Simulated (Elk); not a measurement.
```
CELL_PARAMETERS angstrom
      0.00000     1.99195     1.99195
      1.99195     0.00000     1.99195
      1.99195     1.99195     0.00000
ATOMIC_POSITIONS crystal
  Pd 0.00000 0.00000 0.00000
```
Moments meant for the start (each program seeds them in its own way; μB, in the order of the atoms Pd): 1.0.

Level of theory: Elk with PBE, all-electron FP-LAPW, Elk's shipped species files, APW+lo basis with extra local orbitals.

The set-up and first iterations of an Elk log for Pd (Fm-3m, 1 atom in the cell):

```
│ Elk code version 10.2.4 │

All units are atomic (Hartree, Bohr, etc.)

│ Ground-state run starting from atomic densities │

Lattice vectors :
   0.000000000       3.764234286       3.764234286
   3.764234286       0.000000000       3.764234286
   3.764234286       3.764234286       0.000000000

Unit cell volume      :    106.6743324
Brillouin zone volume :    2.325303639

Muffin-tin inner radius fraction :   0.1000000000E-01

Nuclei treated as point charges

Species :    1 (Pd)
 parameters loaded from : Pd.in
 name : palladium
 nuclear charge    :   -46.00000000
 electronic charge :    46.00000000
 atomic mass :    193991.7925
 muffin-tin radius :    2.600000000
 number of radial points in muffin-tin :    497
 atomic positions (lattice), magnetic fields (Cartesian) :
   1 :   0.00000000  0.00000000  0.00000000    0.00000000  0.00000000 -1.00000000

Total number of atoms per unit cell :    1

Spin treatment :
 spin-polarised
   [... lines left out ...]
 using average radius
Maximum |G+k| for APW functions       :    2.884615385
Maximum (1/2)|G+k|²                   :    4.160502959
Maximum |G| for potential and density :    16.00000000
 potential will be trimmed for |G| > 2 gkmax
Constant for pseudocharge density :   10
Radial integration step length :    4

G-vector grid sizes :     28    28    28
Number of G-vectors :     7391

Maximum angular momentum used for
 APW functions                      :    8
 outer part of muffin-tin           :    6
 inner part of muffin-tin           :    2

Total nuclear charge    :   -46.00000000
Total core charge       :    28.00000000
Total valence charge    :    18.00000000
Total excess charge     :    0.000000000
Total electronic charge :    46.00000000

Effective Wigner radius, rₛ :   0.8211159676

Number of empty states         :    4
Total number of valence states :   26
Total number of core states    :   28

Conduction state local-orbitals added automatically
Total number of local-orbitals :   83

Exchange-correlation functional :     20     0     0
 Perdew-Burke-Ernzerhof, Phys. Rev. Lett. 77, 3865 (1996)
 gradient requirement :    1
 generalised gradient approximation (GGA)

Smearing type :    0
 Gaussian
Smearing width :   0.9995820000E-02
Effective electronic temperature (K) :    3156.430308

Mixing type :    3
 Broyden mixing, J. Phys. A: Math. Gen. 17, L317 (1984)

Kohn-Sham potential initialised from atomic data
│ Self-consistent loop started │
│ Loop number : 1 │
 total energy                :     -5036.04289127
 total moment                :    1.065601188
│ Loop number : 2 │
 total energy                :     -5036.53280055
 total moment                :    1.051850602
RMS change in Kohn-Sham potential (target) :    2.566876205     (  0.1000000000E-05)
Absolute change in total energy (target)   :   0.4899092801     (  0.1000000000E-03)
│ Loop number : 3 │
 total energy                :     -5036.94555512
 total moment                :   0.8090277572
RMS change in Kohn-Sham potential (target) :    2.228035115     (  0.1000000000E-05)
Absolute change in total energy (target)   :   0.5352318887     (  0.1000000000E-03)
│ Loop number : 4 │
 total energy                :     -5041.69347067
 total moment                :   0.2882549688
RMS change in Kohn-Sham potential (target) :   0.8926033759     (  0.1000000000E-05)
Absolute change in total energy (target)   :    4.881723526     (  0.1000000000E-03)
│ Loop number : 5 │
 total energy                :     -5045.71457614
 total moment                :  -0.3367685131
RMS change in Kohn-Sham potential (target) :   0.2369151534     (  0.1000000000E-05)
Absolute change in total energy (target)   :    5.241536352     (  0.1000000000E-03)
│ Loop number : 6 │
 total energy                :     -5046.84073410
 total moment                :  -0.4144919452
RMS change in Kohn-Sham potential (target) :   0.4999268853E-01 (  0.1000000000E-05)
   [... lines left out ...]
```

Will this run converge, and how will it end?

The run converged in 31 iterations. Its thresholds were met; that alone does not show that basis and mesh suffice. It ends on: total energy -137340.3343 eV; Fermi level (on the code's own zero) 6.85 eV; size of the cell's spin moment 0.00 μB. The log goes on:

```
│ Loop number : 21 │
 total energy                :     -5047.16375709
 total moment                :   0.3315419112E-01
   [... lines left out ...]
Absolute change in total energy (target)   :   0.1118127257E-03 (  0.1000000000E-03)
│ Loop number : 29 │
 total energy                :     -5047.16418513
 total moment                :   0.2178866841E-02
RMS change in Kohn-Sham potential (target) :   0.7008797978E-06 (  0.1000000000E-05)
Absolute change in total energy (target)   :   0.1326297179E-03 (  0.1000000000E-03)
│ Loop number : 30 │
 total energy                :     -5047.16418390
 total moment                :   0.2138170616E-02
RMS change in Kohn-Sham potential (target) :   0.8635733420E-06 (  0.1000000000E-05)
Absolute change in total energy (target)   :   0.3438705517E-04 (  0.1000000000E-03)
Convergence targets achieved

│ Loop number : 31 │

Energies :
 Fermi                       :     0.251821264212
 xc effective B-field        :    -0.406613724412E-07
 external B-field            :      0.00000000000
 total energy                :     -5047.16419185
 (external B-field energy excluded from total)

Density of states at Fermi energy :    55.33878445
 (states/Hartree/unit cell)

Estimated indirect band gap :   0.2933697816E-02
 from k-point     15 to k-point     19
Estimated direct band gap   :   0.1195494892E-01
 at k-point     21

Charges :
 core                        :    28.00000000
 valence                     :    18.00000000
 interstitial                :   0.9387918307
 muffin-tins (core leakage)
  species :    1 (Pd)
   atom    1                 :    45.06120817     (  0.3830326278E-08)
 total in muffin-tins        :    45.06120817
 total calculated charge     :    46.00569921
 total charge                :    46.00000000
 error                       :   0.5699213648E-02

Moments :
 interstitial                :  -0.8447376649E-05
 muffin-tins
  species :    1 (Pd)
   atom    1                 :   0.1638298387E-02
 total in muffin-tins        :   0.1638298387E-02
 total moment                :   0.1629851010E-02

│ Self-consistent loop stopped │
```

For comparison: a first run was changed to give this one (ngridk: 10 10 10 → 8 8 8), and from it to this one the total energy rises by 33.3 meV/atom.

The starting cell comes from a database of computed structures (which also holds hypothetical and non-ambient phases and stackings), without a prior relaxation at this level. Its lattice was rescaled by a random factor within 2.5 % of one. The starting moments vanished: the run ended non-magnetic. Values depend on the basis (sphere radii, cutoffs, local orbitals), which need not be converged. The log's line on a gap gives a spacing of levels on this mesh, which the program prints for metals too.

The run was DFT, PBE, all-electron FP-LAPW, Elk's shipped species files, APW+lo basis with extra local orbitals. Main settings of its input:

- xctype = 20
- spinpol = true
- rgkmax = 7.5
- stype = 0
- swidth = 0.00999582 Ha
- ngridk = 8 8 8
- reducebf = 0.8
- gmaxvr = 16 1/bohr
- nxlo = 2
- lorbcnd = true
- lmaxi = 2
- bfcmt = [[0.0, 0.0, -1.0]]
